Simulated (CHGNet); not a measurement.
## CsCl-type CuZn

Computed with the machine-learned potential CHGNet-r²SCAN (trained on r²SCAN data).

Cell (relaxed at this level):

```yaml
crystal:
  lattice:
    - [2.92183, 0.00000, 0.00000]
    - [0.00000, 2.92183, 0.00000]
    - [0.00000, 0.00000, 2.92183]
  atoms:
    - { symbol: Zn, position: [0.50000, 0.50000, 0.50000] }
    - { symbol: Cu, position: [0.00000, 0.00000, 0.00000] }
```

```
Item                       Result
------------------  -------------
lattice constant a        2.922 Å
volume per atom     12.47 Å³/atom
```

Measured, for comparison: lattice constant a 2.958 Å, equilibrium volume per atom 12.93 Å³/atom (temperature not stated, not corrected to a static lattice; as tabulated in First-Principles Study on the Electrical and Thermal Conductivities of Cu–Zn …). Computed (rounded) less measured: lattice constant a -1.2 %, equilibrium volume per atom -3.6 %. A static lattice is as a rule a little smaller and stiffer than an uncorrected measurement, which narrows the difference in the lattice constant a and would widen misses of the other sign.

A machine-learned potential is trained on density-functional data: it inherits that level's misses and adds fitting errors of its own.

Note: the model gives imaginary modes for this phase (in the spectrum interpolated from a supercell); the model's elastic tensor is not positive definite here.
